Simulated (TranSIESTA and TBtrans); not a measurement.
Run with TranSIESTA and TBtrans (open boundaries, self-consistent; PseudoDojo norm-conserving potentials, scalar-relativistic): Spin polarized, PAO.BasisSize DZP, PAO.EnergyShift 0.15 eV, XC.Authors PBE, Mesh.Cutoff 200 Ry, ElectronicTemperature 300 K, TS.Voltage 0.0 eV, TBT.Elecs.Eta 0.001 eV.

System: Ag chain with one Ir atom in place of Ag. Leads: straight Ag chain, spacing 2.65 Å. Geometry: 3 atoms about the centre moved by SIESTA (PBE, DZP) to a largest force of 0.02 eV/Å, all others as built, motion along the axis alone.

Question: Give the largest eigenchannel transmissions at the Fermi level (four at most) and the total.

Answer: Up: 0.88 (total 0.88); down: 0.93 (total 0.93). Moments were seeded on the central atoms alone, and one start was tried. The straight chain is held at its spacing; free chains may zigzag or dimerise. Spin-orbit coupling, left out here, matters for the heavy atoms.
